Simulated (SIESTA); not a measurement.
Worked example: self-consistent single point of SrC2 (R-3m, 3 atoms in the cell) in SIESTA.

Method of the run: GGA PBEsol, numerical atomic orbitals TZP, PseudoDojo PBEsol standard norm-conserving potentials (rewritten from UPF to PSML) in SIESTA 5.4.2.

```yaml
crystal:
  lattice:
    - [2.51733, 1.45338, 2.30666]
    - [-2.51733, 1.45338, 2.30666]
    - [0.00000, -2.90676, 2.30666]
  atoms:
    - { symbol: Sr, position: [0.00000, 0.00000, 0.00000] }
    - { symbol: C, position: [0.59155, 0.59155, 0.59155] }
    - { symbol: C, position: [0.40845, 0.40845, 0.40845] }
```

Reference input (self-consistent single point, DFT, LDA PW92, numerical atomic orbitals TZP, PseudoDojo LDA standard norm-conserving potentials (rewritten from UPF to PSML)): XC.functional = LDA; XC.authors = PW92; potentials = PseudoDojo LDA standard; PAO.BasisSize = TZP; PAO.EnergyShift = 0.005 Ry; MeshCutoff = 400 Ry; kgrid.MonkhorstPack = 9 9 9; OccupationFunction = FD; ElectronicTemperature = 10 K; MaxSCFIterations = 150; SCF.Mixer.Method = Pulay; SCF.Mixer.Weight = 0.25. This run's input differs from it in these lines:

```diff
@@ -1,2 +1,2 @@
-# files in the folder: Sr.psml C.psml (PseudoDojo LDA standard)
+# files in the folder: Sr.psml C.psml (PseudoDojo PBEsol standard)
 SystemName  SrC2
@@ -23,4 +23,4 @@
 
-XC.functional                LDA
-XC.authors                   PW92
+XC.functional                GGA
+XC.authors                   PBEsol
 PAO.BasisSize                TZP
```

Output, abridged:

```
        iscf     Eharris(eV)        E_KS(eV)     FreeEng(eV)     dDmax    Ef(eV) dHmax(eV)
   scf:    1    -1243.891362    -1253.046701    -1253.046701  1.590903 -7.206949  6.837099
   scf:    2    -1255.839496    -1254.573986    -1254.573986  0.267864 -4.956858  3.415404
   scf:    3    -1255.296758    -1255.089146    -1255.089146  0.374404 -6.024468  0.230165
   scf:    4    -1255.044375    -1255.075681    -1255.075681  0.081529 -6.063353  0.615533
   scf:    5    -1255.103806    -1255.092831    -1255.092831  0.054527 -6.160532  0.132970
   scf:    6    -1255.093951    -1255.093611    -1255.093611  0.013272 -6.175888  0.003957
   scf:    7    -1255.093611    -1255.093611    -1255.093611  0.000009 -6.175960  0.004041
   scf:    8    -1255.093612    -1255.093611    -1255.093611  0.000610 -6.172663  0.001459
mix: Pulay -- inversion failed, > SVD [rank/size] 5 / 7
   scf:    9    -1255.093611    -1255.093611    -1255.093611  0.000048 -6.173049  0.001021
mix: Pulay -- inversion failed, > SVD [rank/size] 4 / 7
   scf:   10    -1255.093611    -1255.093611    -1255.093611  0.000108 -6.172908  0.000082
mix: Pulay -- inversion failed, > SVD [rank/size] 4 / 7
   scf:   11    -1255.093611    -1255.093611    -1255.093611  0.000006 -6.172916  0.000058
SCF Convergence by DM+H criterion
max |DM_out - DM_in|         :     0.0000060274
max |H_out - H_in|      (eV) :     0.0000582501
SCF cycle converged after 11 iterations

Using DM_out to compute the final energy and forces

siesta: E_KS(eV) =            -1255.0936

siesta: E_KS - E_eggbox =     -1255.0936

siesta: Atomic forces (eV/Ang):
     1    0.000000    0.000000   -0.000000
     2   -0.000000   -0.000001    2.032625
     3    0.000000    0.000001   -2.032625
   Tot    0.000000    0.000000    0.000000
   Max    2.032625
   Res    0.958189    sqrt( Sum f_i^2 / 3N )
   Max    2.032625    constrained

Stress tensor Voigt[x,y,z,yz,xz,xy] (kbar):       14.74       14.74      -98.74       -0.00        0.00       -0.00
(Free)E + p*V (eV/cell)    -1254.3639
Target enthalpy (eV/cell)    -1255.0936

   [... lines left out ...]
siesta: FreeEng =     -1255.093611
siesta: Cell volume =         50.635298 Ang**3
siesta:          23.08869649         -4.07576464  kBar
   [... lines left out ...]

              0.006
   3  4.545   1.097   0.365  -0.137   1.130   1.768   1.130   0.254   0.150
              0.254  -0.476  -0.596  -0.476   0.006   0.029   0.011   0.029

              0.006

mulliken: Qtot =       18.000

Mulliken Atomic Populations:
Atom #   charge [q] valence [e]  Species
     1     1.089550    8.910450  Sr
     2    -0.544775    4.544775  C
     3    -0.544775    4.544775  C
 Total    -0.000000
```

The run converged in 11 iterations. Against the reference run the pressure goes from -0.67 to 2.31 GPa, the largest force goes from 1.513 to 2.033 eV/Å and the gap on the mesh goes from 2.671 to 2.736 eV.

The starting cell comes from a database of computed structures (which also holds hypothetical and non-ambient phases and stackings), without a prior relaxation at this level. Values carry the incompleteness of an atom-centred basis. The basis of the alkali or alkaline-earth atoms may lack their empty d shell, which can raise the gap. Forces in this geometry exceed 1 eV/Å.
